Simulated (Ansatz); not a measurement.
Base system: Mg2Si (space group Fm-3m, No. 225; a = 6.326 Å). Axes: x, y, z lie along the cube axes.

All numbers come from PBEsol, PAW, 420 eV (Ansatz, a first-principles code; spin-orbit coupling left out).

Strains are applied to the cell and any free atomic positions relax.

One change was made to it. Results:

```json
[
 {"quantity": "band gap", "base": "0.12 eV", "after": "0.10 eV"},
 {"quantity": "energy relative to the base (free energy F)", "base": "0 meV/atom", "after": "0.0 meV/atom"}
]
```

Which of these changes matches the shifts?
(A) isotropic strain −4.24 %
(B) tensor shear ε_xz = −0.18 %
(C) uniaxial strain ε_zz = +2.73 %
(D) strain tensor (xx, yy, zz, yz, xz, xy) = (−1.51, −0.98, −0.40, +0.04, +0.46, −1.93) %

B, tensor shear ε_xz = −0.18 %. For comparison, the energy relative to the base in the other runs: strain tensor (xx, yy, zz, yz, xz, xy) = (−1.51, −0.98, −0.40, +0.04, +0.46, −1.93) % gives +8.6 meV/atom; isotropic strain −4.24 % gives +68 meV/atom; uniaxial strain ε_zz = +2.73 % gives +5.6 meV/atom.

No phonon test of stability was made. The final runs are not spin-polarised. The zero or small gap of Mg2Si can change with the level of theory.
